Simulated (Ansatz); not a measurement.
The starting structures come from a database of crystals and need not be the phases stable at ambient conditions.

 Where the default PAW files enter, the runs use the earlier of Ansatz's two default sets.

By PBEsol, the system below comes out a metal.

Without scattering a metal conducts by its projected Fermi surface.

Input:

```
Hf2Ge
1.0
    5.18709     0.00000     0.00000
   -2.59355     4.56009     0.00000
    2.59355     0.00000     4.65315
Hf Ge
4 2
Direct
  0.84424   0.18848   0.50000
  0.15576   0.81152   0.50000
  0.34424   0.50000   0.81152
  0.65576   0.50000   0.18848
  0.75000   0.00000   0.00000
  0.25000   0.00000   0.00000
```

Space group of this cell: Fmmm. The cell is strained (lengths across the current scaled by 0.98, ions clamped); by PBEsol its mean pressure is 3.6 GPa.

The current flows along the normal of the first two printed cell vectors. No spin-orbit coupling; the value is a mean over 0.1 eV about the Fermi level.

**Question.** Predict the ballistic conductance per area from PBEsol run with Ansatz (a first-principles code).

**Answer.** 0.31 × 10¹⁵ S/m² for both spins.
